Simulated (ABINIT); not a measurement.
Band structure of BN (P6_3mc, 4 atoms in the cell).

```
CELL_PARAMETERS angstrom
      2.51308     0.00000     0.00000
     -1.25654     2.17639     0.00000
      0.00000     0.00000     4.15922
ATOMIC_POSITIONS crystal
  B  0.66667 0.33333 0.99972
  B  0.33333 0.66667 0.49972
  N  0.66667 0.33333 0.62528
  N  0.33333 0.66667 0.12528
```

Computed with PBE, PAW (JTH v2.0 PBE PAW) (plane waves; ABINIT).

Settings: pseudos = [B.GGA_PBE-JTH.xml, N.GGA_PBE-JTH.xml]; ecut = 26 Ha; pawecutdg = 52 Ha; pawxcdev = 0; occopt = 3; tsmear = 0.05 eV; ngkpt = 10 10 6; nshiftk = 1; shiftk = 0 0 0; potentials = JTH v2.0 PBE PAW; kptopt = 1; nstep = 80; tolvrs1 = 1e-10.

The starting cell comes from a database of computed structures (which also holds hypothetical and non-ambient phases and stackings), without a prior relaxation at this level. Its lattice was rescaled by a random factor within 2.5 % of one.

Predict the gap along the standard path and the places of the band edges.

The gap along the path is 5.11 eV, from Γ to K; the smallest direct gap on it is 8.46 eV.

Levels in eV from the top of the valence band on the SCF mesh, bands 5 to 12:
```
point      5      6      7      8     9     10     11     12
-----  -----  -----  -----  -----  ----  -----  -----  -----
Γ      -2.21  -0.29   0.00   0.00  8.51   8.51   8.79   9.99
M      -7.15  -5.18  -4.62  -2.20  6.84   8.08  10.80  11.83
K      -7.39  -5.68  -5.62  -5.62  5.11  13.91  13.91  14.20
A      -1.22  -1.22  -1.22  -1.22  9.84   9.84  10.12  10.12
L      -3.92  -3.92  -3.71  -3.71  6.72   6.72  10.28  10.28
H      -8.07  -8.07  -3.16  -3.16  9.60   9.60  10.33  10.33
```
